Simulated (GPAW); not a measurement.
Band structure of ZrGa5Co (P4/mmm, 7 atoms in the cell).

```yaml
crystal:
  lattice:
    - [4.10605, 0.00000, 0.00000]
    - [0.00000, 4.10605, 0.00000]
    - [0.00000, 0.00000, 6.57231]
  atoms:
    - { symbol: Zr, position: [0.00000, 0.00000, 0.00000] }
    - { symbol: Ga, position: [0.00000, 0.50000, 0.30543] }
    - { symbol: Ga, position: [0.00000, 0.50000, 0.69457] }
    - { symbol: Ga, position: [0.50000, 0.00000, 0.30543] }
    - { symbol: Ga, position: [0.50000, 0.00000, 0.69457] }
    - { symbol: Ga, position: [0.50000, 0.50000, 0.00000] }
    - { symbol: Co, position: [0.00000, 0.00000, 0.50000] }
```

Computed with PBEsol, GPAW PAW datasets PBEsol (made by gpaw-setup) (plane waves; GPAW 25.7.0).

Settings: mode = pw; ecut = 800 eV; xc = PBEsol; kpts = 5 5 3; mesh shift (steps) = 0 0 0; occupations.name = fermi-dirac; occupations.width = 0.1 eV; nbands = -13; convergence.forces = 0.001 eV/Å; symmetry.symmorphic = false; symmetry.tolerance = 0.0005; maxiter = 120; bandpath_npoints = 40.

The starting cell comes from a database of computed structures (which also holds hypothetical and non-ambient phases and stackings), without a prior relaxation at this level. Spin polarisation is off.

Levels in eV from the Fermi level, bands 15 to 22:
```tsv
point	15	16	17	18	19	20	21	22
Γ	-1.48	-0.45	-0.04	-0.04	0.91	0.98	1.55	1.62
X	-1.51	-1.49	0.05	0.33	0.93	1.33	1.56	1.58
M	-2.69	-1.78	-1.50	-1.20	-1.20	0.14	1.77	1.87
Z	-1.47	-1.14	-0.08	-0.08	0.34	0.91	2.03	2.03
R	-2.05	-1.63	-1.40	0.33	0.34	1.05	1.36	2.12
A	-1.77	-1.75	-1.75	-1.42	-1.06	0.68	1.74	1.83
```

Bands cross the Fermi level along this path, so the cell is metallic at this level.
